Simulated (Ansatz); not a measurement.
Take MgS in the rock salt structure (space group Fm-3m, No. 225; a = 5.182 Å) as the base. Axes: x, y, z lie along the cube axes.

One thing is altered: tensile biaxial strain of 2.37 % in the plane normal to [110], as in epitaxy on a mismatched substrate; the out-of-plane cell vector and the atoms relax.

Levels (all Ansatz, a program for electronic structure, PAW): PBEsol (420 eV, no spin-orbit coupling); r2SCAN (500 eV, no SOC); HSE06 (420 eV, no spin-orbit coupling).

One geometry, relaxed with PBEsol, under each level:

```json
[
 {"level": "PBEsol", "band gap": "2.49 eV", "lowest conduction level above the VBM at special points": "T 2.49 eV; X 2.53 eV; Γ 3.26 eV; F₂ 3.59 eV", "electron mass": "0.51 mₑ along k, 0.29 mₑ across (at T)", "pressure": "-2.48 GPa"},
 {"level": "r2SCAN", "band gap": "[?]", "lowest conduction level above the VBM at special points": "[?]", "electron mass": "[?]", "pressure": "[?]"},
 {"level": "HSE06", "band gap": "3.57 eV", "lowest conduction level above the VBM at special points": "T 3.57 eV; X 3.62 eV; Γ 4.47 eV", "electron mass": "–", "pressure": "–"}
]
```

Q: Give the withheld r2SCAN results.

A: 
- r2SCAN, band gap: 3.24 eV
- r2SCAN, lowest conduction level above the VBM at special points: T 3.24 eV; X 3.27 eV; Γ 4.28 eV; F₂ 4.32 eV
- r2SCAN, electron mass: 0.51 mₑ along k, 0.31 mₑ across (at T)
- r2SCAN, pressure: -1.67 GPa

A biaxial case was relaxed in a doubled cell and then solved in the primitive one. Single points use the geometry relaxed with PBEsol. Their cutoffs differ, which shifts pressures a little. HSE06 was sampled on its mesh, a few special points and the semilocal edge points, so its gap is an upper bound. Masses are band curvatures over ±0.01 Å⁻¹ around the edge. Along k means along the line from Γ to the band edge. Stability against distortions was not tested. The base started in P3_121 and relaxed to Fm-3m at this level. k-point labels follow each cell's own Brillouin zone.
